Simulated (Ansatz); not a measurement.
# How far to go with the k-point mesh: Zr₂Al₃Zn (R3m, 6 atoms in the cell)

```
CELL_PARAMETERS angstrom
      2.63996     1.52418     4.22622
     -2.63996     1.52418     4.22622
      0.00000    -3.04836     4.22622
ATOMIC_POSITIONS crystal
  Zr 0.62846 0.62846 0.62846
  Zr 0.37549 0.37549 0.37549
  Al 0.00000 0.50000 0.00000
  Al 0.00000 0.00000 0.50000
  Al 0.50000 0.00000 0.00000
  Zn 0.00000 0.00000 0.00000
```

Level of theory: LDA (PW92), default PAW files made with PBE (plane waves; Ansatz, a program for electronic structure).

Base settings: basis.ecutwfc = 420 eV; kpoints.mp_grid.grid = 8 8 8; hamiltonian.xc = lda; hamiltonian.pseudopotentials = {kind: paw} (the program's default PAW files); scf.occupations.method = gaussian; scf.occupations.width = 0.1 eV.

Only quantities that move along the ladder and can be compared are tabulated.

The count of work is k-points × plane waves × bands × iterations; it is no time. 

The starting cell comes from a database of computed structures (which also holds hypothetical and non-ambient phases and stackings), without a prior relaxation at this level. Its lattice was rescaled by up to half a per cent. One atom was moved a little off its site on purpose. In the base run, with a pressure of about -3 GPa the cell is away from its equilibrium volume at this level. Ansatz's pressure includes its estimate of the finite-basis (Pulay) stress.

```csv
kpoints.mp_grid.grid,free energy less the last step's (meV/atom),pressure (GPa),largest difference of a force vector from the last step's (eV/Å),count of work / last
2 2 2,19.29,-2.76,0.050,0.0030
3 3 3,2.39,-3.60,0.038,0.0052
4 4 4,0.92,-3.47,0.056,0.011
5 5 5,1.42,-3.36,0.036,0.016
6 6 6,0.74,-3.37,0.004,0.028
7 7 7,0.06,-3.33,0.009,0.038
8 8 8,0.16,-3.37,0.009,0.056
9 9 9,-0.32,-3.36,0.001,0.074
10 10 10,0.02,-3.36,0.005,0.10
11 11 11,-0.06,-3.36,0.003,0.13
12 12 12,0.04,-3.36,0.002,0.16
14 14 14,0.00,-3.36,0.003,0.25
15 15 15,-0.01,-3.36,0.001,0.30
17 17 17,0.00,-3.36,0.000,0.42
18 18 18,0.00,-3.36,0.000,0.50
23 23 23,0.00,-3.36,0.000,1.0
```

Coarsest kpoints.mp_grid.grid that holds the forces within 0.005 eV/Å of the last step, with all finer ones: 9 9 9, at 0.074 of the last step's count of work; the step before is off by 0.009 eV/Å.

Coarsest kpoints.mp_grid.grid that holds the free energy within 0.5 meV/atom of the last step, with all finer ones: 7 7 7, at 0.038 of the last step's count of work; the step before is off by 0.74 meV/atom.

Coarsest kpoints.mp_grid.grid that holds the pressure within 0.05 GPa of the last step, with all finer ones: 5 5 5, at 0.016 of the last step's count of work; the step before is off by 0.10 GPa.

Keys are those of Ansatz 0.2.
